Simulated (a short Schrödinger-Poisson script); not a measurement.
Stack: gated In0.52Al0.48As/In0.53Ga0.47As modulation-doped gas in a quantum well, at 20 K.

| layer | material | thickness (nm) | Nd (cm⁻³) | Na (cm⁻³) |
|---|---|---|---|---|
| 1 | In0.52Al0.48As | 8 | - | - |
| 2 | In0.52Al0.48As | 40 | 2.2e18 | - |
| 3 | In0.52Al0.48As | 20 | - | - |
| 4 | In0.53Ga0.47As | 8 | - | - |
| 5 | In0.52Al0.48As | 4000 | - | 6e14 |

The device is made up for the run: typed textbook-type constants, with dimensions and the other settings drawn at random. In0.52Al0.48As: permittivity 12.5, conduction-band edge (eV) 0.52, gap (eV) 1.45, electron mass (mₑ) 0.075, Nv at 300 K (cm⁻³) 1.1e19. In0.53Ga0.47As: permittivity 13.9, conduction-band edge (eV) 0, gap (eV) 0.74, Nv at 300 K (cm⁻³) 7.7e18.

Channel valleys (confinement mass, in-plane density-of-states mass, number): Γ 0.041, 0.041, 1. At the gate the conduction-band edge of layer 1 lies 0.65 eV − eVg above the Fermi level of the channel; the field vanishes at the back. Donor level 0.05 eV below the band edge. The barrier under the gate holds no holes. Gaps are held at their typed values at every temperature. Mesh 0.08 nm at interfaces.

From a short Schrödinger-Poisson script (our own, NumPy): 1D Poisson equation in equilibrium, electrons quantum, Hartree plus LDA exchange-correlation (BenDaniel-Duke, 40 states a valley, the channel's in-plane mass for all, wave functions free to enter the barrier), parabolic valleys, classical holes, donors ionised by Fermi statistics, acceptors fully, no traps, pinning or gate leakage.

The same stack at other levels of the model or other numerical settings:

| run | sheet density of all electrons at Vg = 0.4 V (cm⁻²) | sheet density of all electrons at Vg = -2.1 V (cm⁻²) | capacitance at Vg = 0.4 V (μF/cm²) | centroid of the channel electrons at Vg = 0.4 V (nm) | rough cost against the base |
|---|---|---|---|---|---|
| base | 9.13e11 | 9.10e11 | 0.806 | 3.75 | about 1 |
| electrons treated as classical, Boltzmann | 1.26e12 | … | 0.806 | 0.48 | 0.02 |
| electrons treated as classical, Fermi-Dirac | 9.44e11 | 9.42e11 | 0.806 | … | 0.07 |
| electrons treated as quantum, Hartree | … | 8.82e11 | 0.806 | 3.76 | 0.6 |
| mesh six times as coarse | 9.11e11 | 9.08e11 | 0.806 | 3.74 | 0.2 |
| one subband a valley | 9.13e11 | 9.10e11 | 0.806 | 3.75 | 0.2 |

### Question
What belongs in the gaps?

### Answer

- electrons treated as classical, Boltzmann, sheet density of all electrons at Vg = -2.1 V (cm⁻²): 1.25e12
- electrons treated as quantum, Hartree, sheet density of all electrons at Vg = 0.4 V (cm⁻²): 8.85e11
- electrons treated as classical, Fermi-Dirac, centroid of the channel electrons at Vg = 0.4 V (nm): 3.49

The classical rows ignore confinement, and Boltzmann statistics overrate the density once the band edge passes the Fermi level.
